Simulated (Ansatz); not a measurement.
## ZnS, response to strain

The parent structure is ZnS in the zinc blende structure (space group F-43m, No. 216).

```xyz
2
Lattice="0.0000 2.7217 2.7217 2.7217 0.0000 2.7217 2.7217 2.7217 0.0000" Properties=species:S:1:pos:R:3 pbc="T T T"
Zn     0.0000     0.0000     0.0000
S      1.3609     1.3609     1.3609
```

Strains are applied to the cell and any free atomic positions relax.

All numbers come from PBE in Ansatz (plane waves to 420 eV, PAW, no spin-orbit coupling).

Notes on the quantities. energy relative to the base: free energy F.

| isotropic strain (%) | energy relative to the base (meV/atom) |
|---|---|
| -3 | 39.4 |
| -2.5 | ? |
| -1 | 4.1 |
| -0.5 | 1.0 |
| 0 | 0.0 |
| 0.5 | 1.0 |
| 1 | 3.8 |
| 1.5 | 8.4 |
| 2 | 14.7 |

Task: Fit ΔE = Aε² + Bε³ (ε in %) to the rows shown and predict the withheld row.

Result: Least squares on the printed values gives A = 3.95 and B = -0.14 meV/atom (largest residual 0.0 meV/atom); this predicts 26.9 meV/atom, and the run gives 26.9 meV/atom, in agreement.

Whether these cells are dynamically stable was not tested.

Ansatz is a program for electronic structure.
